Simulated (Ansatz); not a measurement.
# Pb in the fcc (Cu type) structure (space group Fm-3m, No. 225)

```
CELL_PARAMETERS angstrom
      0.00000     2.49546     2.49546
      2.49546     0.00000     2.49546
      2.49546     2.49546     0.00000
ATOMIC_POSITIONS crystal
  Pb 0.00000 0.00000 0.00000
```

Computed with DFT with r2SCAN, PAW potentials and a 500 eV plane-wave cutoff in Ansatz (a first-principles code), without spin-orbit coupling. Settings: 16×16×16 k-points, 0.05 eV Fermi–Dirac smearing.

| Item | Value |
|---|---|
| Volume per atom | 31.08 Å³ |
| Density | 11.07 g/cm³ |
| Band gap | zero |
| Total energy | -11920.858 eV/atom (σ→0; compares only within this code and set-up) |

No phonon test of stability was made.
